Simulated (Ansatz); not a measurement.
Functionals compared on a constructed model of the (111)A surface of 3C silicon carbide, Si-terminated, (√3x√3)R30° Si adatom at T4 (bottom of the slab: 3 H on 3 bottom sites), in Ansatz (plane waves, PAW). The structure was relaxed with PBE; the other rows are single points on it. Cutoff 420 eV (500 eV for r2SCAN).

Set-up: 28 atoms, 10.8 Å thick at the start with caps and adatoms (thin: gaps and levels are the slab's own); mesh 6x6x1; 0.025 eV smearing; dipole correction on; 6 atoms held, the rest relaxed; held to the start's symmetry, so lower structures may exist; spin-polarised, ending with about 1.0 μB a cell; orders that need a larger cell were not tried, no spin-orbit, no U. In PBE it is, or lies within 0.01 eV a 1x1 cell of, the lowest of the 2 structures of its composition computed so far; subsurface sites and larger cells were not tried. These notes are the PBE run's. r2SCAN: The program's check for a lower electronic state was not made.

| functional | gap of the slab on its k-mesh (eV) | highest filled level below the top vacuum level (eV) | magnetic moment of the cell (μB) | rough cost of the single point |
|---|---|---|---|---|
| PBE | 0.41 | 4.67 | 1.00 | – |
| r2SCAN | 0.87 | 4.93 | 1.00 | around 3 core-minutes (rough) |

Ansatz is a quantum-chemistry and plane-wave program.
